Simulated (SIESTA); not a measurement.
Worked example: self-consistent single point of MoN2 (C2/m, 6 atoms in the cell) in SIESTA

Level of theory: GGA PBEsol, numerical atomic orbitals DZP, PseudoDojo PBEsol standard norm-conserving potentials (rewritten from UPF to PSML) (SIESTA).

Input:

```
# files in the folder: Mo.psml N.psml (PseudoDojo PBEsol standard)
SystemName  MoN2
SystemLabel mon2

NumberOfAtoms                6
NumberOfSpecies              2
%block ChemicalSpeciesLabel
  1 42 Mo
  2 7 N
%endblock ChemicalSpeciesLabel
LatticeConstant              1.0 Bohr
%block LatticeVectors
    10.129712485   -3.529082435    0.000000000
    10.129712485    3.529082435    0.000000000
    -2.994254037    0.000000000    7.313432854
%endblock LatticeVectors
AtomicCoordinatesFormat      ScaledCartesian
%block AtomicCoordinatesAndAtomicSpecies
     5.689895803    0.000000000    5.062065684  1
    11.575275130   -0.000000000    2.251367170  1
     2.047358362   -0.000000000    3.243288068  2
    15.217812571   -0.000000000    4.070144786  2
     7.943282504   -0.000000000    1.134240301  2
     9.321888429   -0.000000000    6.179192553  2
%endblock AtomicCoordinatesAndAtomicSpecies

XC.functional                GGA
XC.authors                   PBEsol
PAO.BasisSize                DZP
PAO.EnergyShift              0.01 Ry
MeshCutoff                   400 Ry
%block kgrid.MonkhorstPack
    6   0   0  0.0
    0   6   0  0.0
    0   0   6  0.0
%endblock kgrid.MonkhorstPack
OccupationFunction           FD
ElectronicTemperature        0.1 eV

MaxSCFIterations             150
SCF.Mixer.Method             Broyden
SCF.Mixer.Weight             0.25
SCF.Mixer.History            8
SCF.DM.Tolerance             1.0E-04
Diag.ParallelOverK           true
WriteForces                  true
Charge.Mulliken              end
```

Output (repeated stretches shortened):

```
reinit: Reading from file input.fdf

reinit: System Name: MoN2
reinit: System Label: mon2

coor:   Atomic-coordinates input format  =     Cartesian coordinates
coor:                                          (in units of alat)

siesta: Atomic coordinates (Bohr) and species
siesta:      5.68990   0.00000   5.06207  1        1
siesta:     11.57528  -0.00000   2.25137  1        2
siesta:      2.04736  -0.00000   3.24329  2        3
siesta:     15.21781  -0.00000   4.07014  2        4
siesta:      7.94328  -0.00000   1.13424  2        5
siesta:      9.32189  -0.00000   6.17919  2        6

siesta: System type = bulk

initatomlists: Number of atoms, orbitals, and projectors:      6    90    68

siesta: ******************** Simulation parameters ****************************
redata: Spin configuration                          = none
redata: Time-Reversal Symmetry                      = T
redata: Number of Atomic Species                    =        2
redata: Mesh Cutoff                                 =   400.0000 Ry
redata: Net charge of the system                    =     0.0000 |e|
redata: Min. number of SCF Iter                     =        0
redata: Max. number of SCF Iter                     =      150
redata: SCF convergence failure will abort job
redata: SCF mix quantity                            = Hamiltonian
redata: Mix DM or H after convergence               =   F
redata: Recompute H after scf cycle                 =   F
redata: Mix DM in first SCF step                    =   T
redata: No kicks to SCF
redata: DM Mixing Weight for Kicks                  =     0.5000
redata: Require Harris convergence for SCF          =   F
redata: Harris energy tolerance for SCF             =     0.000100 eV
redata: Require DM convergence for SCF              =   T
redata: DM tolerance for SCF                        =     0.000100
redata: Require EDM convergence for SCF             =   F
   [... lines left out ...]
diag: Parallel distribution                         =     1 x     1
diag: Used triangular part                          = Lower
diag: Absolute tolerance                            =  0.100E-15
diag: Orthogonalization factor                      =  0.100E-05
diag: Memory factor                                 =  1.0000

superc: Internal auxiliary supercell:     5 x     5 x     5  =     125
superc: Number of atoms, orbitals, and projectors:    750  11250   8500

                        Single-point calculation

superc: Internal auxiliary supercell:     5 x     5 x     5  =     125
superc: Number of atoms, orbitals, and projectors:    750  11250   8500

outcell: Unit cell vectors (Ang):
        5.360413   -1.867510    0.000000
        5.360413    1.867510    0.000000
       -1.584491    0.000000    3.870102

outcell: Cell vector modules (Ang)   :    5.676409    5.676409    4.181902
outcell: Cell angles (23,13,12) (deg):    110.9652    110.9652     38.4156
outcell: Cell volume (Ang**3)        :     77.4843
new_DM -- step:     1
Initializing Density Matrix...

Attempting to read DM from file... Failed...
DM filled with atomic data:

InitMesh: MESH = 60 x 60 x 60 = 216000
InitMesh: Mesh cutoff (required, used) =   400.000   404.307 Ry

stepf: Fermi-Dirac step function
        iscf     Eharris(eV)        E_KS(eV)     FreeEng(eV)     dDmax    Ef(eV) dHmax(eV)
   scf:    1    -4778.292558    -4894.706802    -4894.706802  0.854352 -4.080481 21.736749
   scf:    2    -4947.815715    -4944.980032    -4945.029374  0.384937 -4.259132  2.305213
   scf:    3    -4945.343833    -4945.441008    -4945.485148  0.066660 -4.536025  1.885169
   scf:    4    -4943.181762    -4944.888054    -4944.943729  0.186062 -4.939338  2.506754
   scf:    5    -4945.511304    -4945.626420    -4945.672423  0.107108 -4.899288  0.431528
   scf:    6    -4945.623260    -4945.625139    -4945.671244  0.002827 -4.904682  0.448918
   scf:    7    -4945.580428    -4945.631604    -4945.680320  0.026972 -4.928764  0.331532
   scf:    8    -4945.650832    -4945.643299    -4945.691423  0.007261 -4.927849  0.131622
   scf:    9    -4945.646634    -4945.645497    -4945.693303  0.003974 -4.925939  0.026754
   scf:   10    -4945.645740    -4945.645652    -4945.693381  0.001009 -4.925523  0.000716
   scf:   11    -4945.645643    -4945.645647    -4945.693381  0.000028 -4.925580  0.000419
SCF Convergence by DM+H criterion
max |DM_out - DM_in|         :     0.0000277739
max |H_out - H_in|      (eV) :     0.0004193948
SCF cycle converged after 11 iterations

Using DM_out to compute the final energy and forces

siesta: E_KS(eV) =            -4945.6456

siesta: E_KS - E_eggbox =     -4945.6456

siesta: Atomic forces (eV/Ang):
     1   -0.105441   -0.000000   -0.049897
     2    0.105441    0.000000    0.049897
     3    0.063477   -0.000000   -0.173508
     4   -0.063477   -0.000000    0.173508
     5   -0.118594    0.000000    0.096583
     6    0.118594   -0.000000   -0.096583
   Tot   -0.000000   -0.000000    0.000000
   Max    0.173508
   Res    0.088904    sqrt( Sum f_i^2 / 3N )
   Max    0.173508    constrained

Stress tensor Voigt[x,y,z,yz,xz,xy] (kbar):       41.48       48.53       37.31        0.00       -6.19        0.00
(Free)E + p*V (eV/cell)    -4947.7459
Target enthalpy (eV/cell)    -4945.6934

siesta: Program's energy decomposition (eV):
siesta: Ebs     =     -1108.380708
siesta: Eions   =      8576.237718
siesta: Ena     =      2124.376408
siesta: Ekin    =      1941.949489
siesta: Enl     =       365.769510
siesta: Eso     =         0.000000
siesta: Edftu   =         0.000000
siesta: DEna    =        68.386589
siesta: DUscf   =         5.648739
siesta: DUext   =         0.000000
siesta: Ex      =      -803.756525
siesta: Ec      =       -71.782140
siesta: Exc     =      -875.538665
siesta: Eharris =     -4945.645643
siesta: Etot    =     -4945.645647
siesta: FreeEng =     -4945.693381

siesta: Atomic forces (eV/Ang):
siesta:      1   -0.105441   -0.000000   -0.049897
siesta:      2    0.105441    0.000000    0.049897
siesta:      3    0.063477   -0.000000   -0.173508
siesta:      4   -0.063477   -0.000000    0.173508
siesta:      5   -0.118594    0.000000    0.096583
siesta:      6    0.118594   -0.000000   -0.096583
siesta: ----------------------------------------
siesta:    Tot   -0.000000   -0.000000    0.000000

siesta: Stress tensor (static) (eV/Ang**3):
siesta:     0.025888    0.000000   -0.003862
siesta:     0.000000    0.030292    0.000000
siesta:    -0.003861    0.000000    0.023289

   [... lines left out ...]
siesta: Cell volume =         77.484279 Ang**3
   [... lines left out ...]
siesta:         -42.44129739        -40.48631258  kBar

mulliken: Atomic and Orbital Populations:

Species: Mo
Atom  Qatom  Qorb
               4s      5s      5s      4py     4pz     4px     5py     5pz
               5px     4dxy    4dyz    4dz2    4dxz    4dx2-y2 4dxy    4dyz
               4dz2    4dxz    4dx2-y2
   1 13.159   1.920   0.342   0.216   1.952   1.943   1.943   0.278   0.303
              0.244   0.616   0.611   0.550   0.498   0.495   0.202   0.212

              0.295   0.237   0.301
   2 13.159   1.920   0.342   0.216   1.952   1.943   1.943   0.278   0.303
              0.244   0.616   0.611   0.550   0.498   0.495   0.202   0.212

              0.295   0.237   0.301

Species: N
Atom  Qatom  Qorb
               2s      2s      2py     2pz     2px     2py     2pz     2px
               3Pdxy   3Pdyz   3Pdz2   3Pdxz   3Pdx2-y2
   3  5.488   1.641   0.026   1.016   1.343   1.285   0.193  -0.044  -0.031
              0.019   0.014   0.007   0.007   0.012
   4  5.488   1.641   0.026   1.016   1.343   1.285   0.193  -0.044  -0.031
   [... 5 lines left out ...]

mulliken: Qtot =       48.000

Mulliken Atomic Populations:
Atom #   charge [q] valence [e]  Species
     1     0.840826   13.159174  Mo
     2     0.840826   13.159174  Mo
     3    -0.488400    5.488400  N
     4    -0.488400    5.488400  N
     5    -0.352426    5.352426  N
     6    -0.352426    5.352426  N
 Total     0.000000
```

The run converged in 11 iterations.

The starting cell comes from a database of computed structures (which also holds hypothetical and non-ambient phases and stackings), without a prior relaxation at this level. Its lattice was rescaled by a random factor within 2.5 % of one. Spin polarisation is off. Values carry the incompleteness of an atom-centred basis. With a pressure of about -4 GPa the cell is away from its equilibrium volume at this level.

Cost on one core of a shared machine: roughly 60 s.
